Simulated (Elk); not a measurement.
## A self-consistent single point of LaAl2Cu3 (Cmmm, 6 atoms in the cell) with Elk

Level of theory: PBEsol, all-electron FP-LAPW, Elk's shipped species files, APW+lo basis with extra local orbitals (Elk).

Input:

```
tasks
  0

xctype
  22

rgkmax
  7.5

gmaxvr
  16.0

nxlo
  2

lorbcnd
  .true.

rmtscf
  0.94

lmaxi
  3

swidth
  0.00367493

maxscl
  100

avec
    5.0795932716   -8.5307074964    0.0000000000
    5.0795932716    8.5307074964    0.0000000000
    0.0000000000    0.0000000000    7.8818473548

atoms
  3
  'La.in'
  1
  0.0000000000  0.0000000000  0.0000000000    0.0 0.0 0.0
  'Al.in'
  2
  0.5000000000  0.0000000000  0.5000000000    0.0 0.0 0.0
  0.0000000000  0.5000000000  0.5000000000    0.0 0.0 0.0
  'Cu.in'
  3
  0.6610900000  0.3389100000  0.0000000000    0.0 0.0 0.0
  0.3389100000  0.6610900000  0.0000000000    0.0 0.0 0.0
  0.5000000000  0.5000000000  0.5000000000    0.0 0.0 0.0

ngridk
  5 5 6
```

Log, with long lists cut:

```
│ Elk code version 10.2.4 │

All units are atomic (Hartree, Bohr, etc.)

│ Ground-state run starting from atomic densities │

Lattice vectors :
   5.079593272      -8.530707496       0.000000000
   5.079593272       8.530707496       0.000000000
   0.000000000       0.000000000       7.881847355

Unit cell volume      :    683.0806856
Brillouin zone volume :   0.3631345735

Muffin-tin inner radius fraction :   0.1000000000E-01

Nuclei treated as point charges

Species :    1 (La)
 parameters loaded from : La.in
 name : lanthanum
 nuclear charge    :   -57.00000000
 electronic charge :    57.00000000
 atomic mass :    253209.2364
 muffin-tin radius :    2.632000000
 number of radial points in muffin-tin :    697
 atomic positions (lattice), magnetic fields (Cartesian) :
   1 :   0.00000000  0.00000000  0.00000000    0.00000000  0.00000000  0.00000000

Species :    2 (Al)
 parameters loaded from : Al.in
 name : aluminium
 nuclear charge    :   -13.00000000
 electronic charge :    13.00000000
 atomic mass :    49184.33492
 muffin-tin radius :    2.068000000
 number of radial points in muffin-tin :    397
 atomic positions (lattice), magnetic fields (Cartesian) :
   1 :   0.50000000  0.00000000  0.50000000    0.00000000  0.00000000  0.00000000
   2 :   0.00000000  0.50000000  0.50000000    0.00000000  0.00000000  0.00000000

Species :    3 (Cu)
 parameters loaded from : Cu.in
 name : copper
 nuclear charge    :   -29.00000000
 electronic charge :    29.00000000
 atomic mass :    115837.2717
 muffin-tin radius :    2.256000000
 number of radial points in muffin-tin :    497
 atomic positions (lattice), magnetic fields (Cartesian) :
   1 :  -0.33891000  0.33891000  0.00000000    0.00000000  0.00000000  0.00000000
   2 :   0.33891000 -0.33891000  0.00000000    0.00000000  0.00000000  0.00000000
   3 :   0.50000000  0.50000000  0.50000000    0.00000000  0.00000000  0.00000000

   [... lines left out ...]
Maximum |G| for potential and density :    16.00000000
 potential will be trimmed for |G| > 2 gkmax
Constant for pseudocharge density :   11
Radial integration step length :    4

G-vector grid sizes :     54    54    42
Number of G-vectors :    47295

Maximum angular momentum used for
 APW functions                      :    8
 outer part of muffin-tin           :    6
 inner part of muffin-tin           :    3

Total nuclear charge    :   -170.0000000
Total core charge       :    90.00000000
Total valence charge    :    80.00000000
Total excess charge     :    0.000000000
Total electronic charge :    170.0000000

Effective Wigner radius, rₛ :   0.9862298846

Number of empty states         :   24
Total number of valence states :   64
Total number of core states    :   90

Conduction state local-orbitals added automatically
Total number of local-orbitals :  460

Exchange-correlation functional :     22     0     0
 PBEsol, Phys. Rev. Lett. 100, 136406 (2008)
 gradient requirement :    1
 generalised gradient approximation (GGA)

Smearing type :    3
 Fermi-Dirac
Smearing width :   0.3674930000E-02
Effective electronic temperature (K) :    1160.451112

Mixing type :    3
 Broyden mixing, J. Phys. A: Math. Gen. 17, L317 (1984)

Kohn-Sham potential initialised from atomic data
│ Self-consistent loop started │
│ Loop number : 1 │
 total energy                :     -13867.8210387
│ Loop number : 2 │
 total energy                :     -13876.0532592
RMS change in Kohn-Sham potential (target) :   0.7396206127     (  0.1000000000E-05)
Absolute change in total energy (target)   :    8.232220579     (  0.1000000000E-03)
│ Loop number : 3 │
 total energy                :     -13881.5850331
RMS change in Kohn-Sham potential (target) :   0.7399327830     (  0.1000000000E-05)
Absolute change in total energy (target)   :    7.589829032     (  0.1000000000E-03)
│ Loop number : 4 │
 total energy                :     -13883.1484974
RMS change in Kohn-Sham potential (target) :   0.7049386567     (  0.1000000000E-05)
Absolute change in total energy (target)   :    3.460921530     (  0.1000000000E-03)
│ Loop number : 5 │
 total energy                :     -13885.1151029
RMS change in Kohn-Sham potential (target) :   0.6274680239     (  0.1000000000E-05)
Absolute change in total energy (target)   :    2.831835856     (  0.1000000000E-03)
   [... lines left out ...]
Absolute change in total energy (target)   :   0.4024936788E-03 (  0.1000000000E-03)
│ Loop number : 18 │
 total energy                :     -13940.4341245
RMS change in Kohn-Sham potential (target) :   0.1527769683E-05 (  0.1000000000E-05)
Absolute change in total energy (target)   :   0.5355829780E-03 (  0.1000000000E-03)
│ Loop number : 19 │
 total energy                :     -13940.4337774
RMS change in Kohn-Sham potential (target) :   0.3492122072E-06 (  0.1000000000E-05)
Absolute change in total energy (target)   :   0.4809806851E-03 (  0.1000000000E-03)
│ Loop number : 20 │
 total energy                :     -13940.4337627
RMS change in Kohn-Sham potential (target) :   0.1880313170E-06 (  0.1000000000E-05)
Absolute change in total energy (target)   :   0.1349792892E-03 (  0.1000000000E-03)
│ Loop number : 21 │
 total energy                :     -13940.4337408
RMS change in Kohn-Sham potential (target) :   0.9253694107E-07 (  0.1000000000E-05)
Absolute change in total energy (target)   :   0.5558470184E-04 (  0.1000000000E-03)
Convergence targets achieved

│ Loop number : 22 │

Energies :
 Fermi                       :     0.300583129779
 sum of eigenvalues          :     -8334.51940184
 electron kinetic            :      14619.9470913
 core electron kinetic       :      13886.6382174
 Coulomb                     :     -28124.2600792
 Coulomb potential           :     -22382.3137350
 nuclear-nuclear             :     -1353.82865172
 electron-nuclear            :     -31158.5491200
 Hartree                     :      4388.11769247
 Madelung                    :     -16933.1032117
 xc potential                :     -572.152758090
 exchange                    :     -426.712362506
 correlation                 :     -9.40515258971
 electron entropic           :    -0.324806445455E-02
 total energy                :     -13940.4337511

Density of states at Fermi energy :    71.13345320
 (states/Hartree/unit cell)

Estimated indirect band gap :   0.2992015710E-02
 from k-point     24 to k-point      4
Estimated direct band gap   :   0.1055757857E-01
 at k-point     30

Charges :
 core                        :    90.00000000
 valence                     :    80.00000000
 interstitial                :    9.912742419
 muffin-tins (core leakage)
  species :    1 (La)
   atom    1                 :    54.24209144     (  0.5525538082E-03)
  species :    2 (Al)
   atom    1                 :    11.00473433     (  0.9576305832E-03)
   atom    2                 :    11.00473433     (  0.9576305832E-03)
  species :    3 (Cu)
   atom    1                 :    27.94836731     (  0.3588518694E-03)
   atom    2                 :    27.94836731     (  0.3588518694E-03)
   atom    3                 :    27.93896286     (  0.3572565451E-03)
 total in muffin-tins        :    160.0872576
 total calculated charge     :    169.9697519
 total charge                :    170.0000000
 error                       :   0.3024811249E-01

│ Self-consistent loop stopped │
```

The run converged in 22 iterations. The count includes the last loop, which Elk runs after its targets are met.

The starting cell comes from a database of computed structures (which also holds hypothetical and non-ambient phases and stackings), without a prior relaxation at this level. Its lattice was rescaled by a random factor within 2.5 % of one. Spin polarisation is off. Values depend on the basis (sphere radii, cutoffs, local orbitals), which need not be converged. The log's line on a gap gives a spacing of levels on this mesh, which the program prints for metals too.

Cost on one core of a shared machine: roughly 5 min.
